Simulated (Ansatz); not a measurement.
Symmetric slabs, relaxed from ideal cuts in 1x1 cells, of elemental solids: surface energy (J/m²) by functional, in Ansatz (plane waves, PAW). All structures are PBE's; the other columns are single points with references at the same level. No spin-orbit coupling, Hubbard U or dispersion.

```tsv
system	PBE	LDA	PBEsol	RPBE	r2SCAN
hcp Ti (10-13), ideal cut with outer spacing 0.22 Å	2.01	2.27	2.20	1.87	2.20
hcp Zr (31-41), ideal cut with outer spacing 0.13 Å	1.69	1.91	1.85	1.57	1.81
fcc Ir (322), ideal cut with outer spacing 0.47 Å	2.58	3.19	3.03	2.33	2.84
hcp Os (31-40), ideal cut with outer spacing 0.22 Å	3.92	[?]	4.41	3.67	[?]
bcc V (332), ideal cut with outer spacing 0.64 Å	2.66	2.97	2.90	2.50	2.86
fcc Rh (321), ideal cut with outer spacing 0.51 Å	2.45	3.11	2.90	2.18	2.68
beta tin (310), ideal cut with outer spacing 0.94 Å	0.37	0.55	0.49	0.27	0.47
hcp Tl (10-13), ideal cut with outer spacing 0.27 Å	0.30	[?]	0.39	0.20	0.36
hcp Y (30-32), ideal cut with outer spacing 0.99 Å	0.99	[?]	1.08	0.92	1.06
hcp Y (21-33), ideal cut with outer spacing 0.17 Å	1.07	1.19	1.16	1.00	1.15
bcc V (331), ideal cut with outer spacing 0.34 Å	2.63	2.95	[?]	2.46	2.84
fcc Pd (311), ideal cut with outer spacing 1.19 Å	1.60	2.21	2.00	1.33	1.82
```

### Question
What belongs in the gaps?

### Answer

- hcp Os (31-40), ideal cut with outer spacing 0.22 Å, LDA: 4.55
- hcp Os (31-40), ideal cut with outer spacing 0.22 Å, r2SCAN: 4.21
- hcp Tl (10-13), ideal cut with outer spacing 0.27 Å, LDA: 0.44
- hcp Y (30-32), ideal cut with outer spacing 0.99 Å, LDA: 1.10
- bcc V (331), ideal cut with outer spacing 0.34 Å, PBEsol: 2.88

The rows are a random draw from the class, without slabs that broke up, higher cuts of a face and adsorbates that left their site. Mean shift from PBE over these rows: LDA 0.35 J/m² (from 0.11 to 0.65, 12 rows); PBEsol 0.25 J/m² (from 0.08 to 0.49, 12 rows); RPBE -0.16 J/m² (from -0.28 to -0.07, 12 rows); r2SCAN 0.17 J/m² (from 0.07 to 0.29, 12 rows).

Ansatz is a quantum-chemistry and plane-wave program.
